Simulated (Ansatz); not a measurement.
## A computed series for GaAs: response to strain

The reference is GaAs in the zinc blende structure (space group F-43m, No. 216).

```yaml
crystal:
  lattice:
    - [0.00000, 2.83335, 2.83335]
    - [2.83335, 0.00000, 2.83335]
    - [2.83335, 2.83335, 0.00000]
  atoms:
    - { symbol: Ga, position: [0.00000, 0.00000, 0.00000] }
    - { symbol: As, position: [0.25000, 0.25000, 0.25000] }
```

Cartesian axes are those of the cell as printed.

Strains are applied to the cell and any free atomic positions relax.

Computed with r2SCAN (Ansatz, an electronic-structure program), no SOC.

Notes on the quantities. energy relative to the base: free energy F.

```json
[
 {"case": "base", "band gap": "0.96 eV", "electron mass": "0.051 mₑ (at Γ)", "energy relative to the base": "0 meV/atom", "volume per atom": "22.75 Å³"},
 {"case": "uniaxial strain ε_zz = −3.00 %", "band gap": "1.08 eV", "electron mass": "0.058 mₑ along z, 0.063 mₑ across (at Γ)", "energy relative to the base": "+7.7 meV/atom", "volume per atom": "22.06 Å³"},
 {"case": "uniaxial strain ε_zz = −2.50 %", "band gap": "1.06 eV", "electron mass": "0.057 mₑ along z, 0.061 mₑ across (at Γ)", "energy relative to the base": "+5.3 meV/atom", "volume per atom": "22.18 Å³"},
 {"case": "uniaxial strain ε_zz = −2.00 %", "band gap": "1.04 eV", "electron mass": "0.056 mₑ along z, 0.059 mₑ across (at Γ)", "energy relative to the base": "+3.4 meV/atom", "volume per atom": "22.29 Å³"},
 {"case": "uniaxial strain ε_zz = −1.50 %", "band gap": "1.02 eV", "electron mass": "–", "energy relative to the base": "+1.9 meV/atom", "volume per atom": "22.40 Å³"},
 {"case": "uniaxial strain ε_zz = −1.00 %", "band gap": "1.00 eV", "electron mass": "0.054 mₑ (at Γ)", "energy relative to the base": "+0.8 meV/atom", "volume per atom": "22.52 Å³"},
 {"case": "uniaxial strain ε_zz = −0.50 %", "band gap": "0.98 eV", "electron mass": "0.053 mₑ (at Γ)", "energy relative to the base": "+0.2 meV/atom", "volume per atom": "22.63 Å³"}
]
```

Effective masses come from finite differences of ±0.01 Å⁻¹. No phonon test of stability was made.
